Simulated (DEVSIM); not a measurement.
Structure: TaN/La2O3/n-InP capacitor, at 300 K.

Layer 1 from the left is La2O3, thickness (nm) 8.20. Layer 2 from the left is InP, thickness (nm) 12000, Nd (cm⁻³) 2.6e15.

Metal gate on the left, work function 4.4 eV. Fixed charge at the semiconductor interface -9.5e10 cm⁻² (in units of +e); no interface traps.

Constants are typed, rounded textbook-type inputs, not results; the design itself was drawn at random and stands for no fabricated device. Values at 300 K.

La2O3: gap (eV) 5.8, affinity (eV) 1.8, permittivity 27. InP: gap (eV) 1.344, affinity (eV) 4.38, permittivity 12.5, Nc (cm⁻³) 5.7e17, Nv (cm⁻³) 1.1e19.

Problem. Estimate by hand the flat-band voltage, the threshold voltage, and compare with a numerical solution.

Solution. 
- Flat-band voltage: C = 2.92 μF/cm², work-function difference -0.119 V; VFB = φms − qNf/C = -0.11 V; numerical -0.11 V.
- Threshold voltage: φF = 0.494 V, depletion charge √(4εqNφF) = 3.02e-8 C/cm²; VT = VFB − 2φF − Qd/C = -1.11 V; numerical -1.11 V.

Model (solved in DEVSIM): 1D Poisson equation in equilibrium, Boltzmann statistics, complete ionisation; no quantum confinement or tunnelling. Metal contacts follow the ideal Schottky-Mott rule: no Fermi-level pinning, no interface dipoles.
